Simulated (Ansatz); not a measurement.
HfSiO₄ (I4₁/amd, No. 141, 12 atoms in the cell; start COD 9000852) was calculated with PBE in Ansatz (PAW).

Numerical settings: plane-wave cutoff 520 eV, 8×8×8 k mesh, Fermi–Dirac smearing 0.01 eV, scalar-relativistic PAW data made under PBE.

Cell (measured lattice):

Space group I4₁/amd, origin choice 1 (No. 141); a = 6.5725 Å, b = 6.5725 Å, c = 5.9632 Å, α = 90.00°, β = 90.00°, γ = 90.00°

| atom | site | symmetry | x | y | z |
|---|---|---|---|---|---|
| Hf | 4a | -4m2 | 0.0000 | 0.0000 | 0.0000 |
| Si | 4b | -4m2 | 0.0000 | 0.0000 | 0.5000 |
| O | 16h | .m. | 0.3155 | 0.0000 | 0.0698 |
(The calculation used a cell of 12 atoms; values per cell refer to that cell.)

Question: What does this level give for the band gap, smallest direct gap on the k points sampled and Γ–Γ gap?

Answer: 
- band gap: 5.45 eV
- smallest direct gap on the k points sampled: 5.82 eV
- Γ–Γ gap: 5.85 eV

Note: the file's cell can be that of a phase stable at another temperature; cell and atoms aren't relaxed at this level (largest force component 0.28 eV/Å, pressure 7.6 GPa).

Spin–orbit coupling is not included.

The result took about 60 core-seconds (a rough figure).

Ansatz is a quantum-chemistry and plane-wave program.
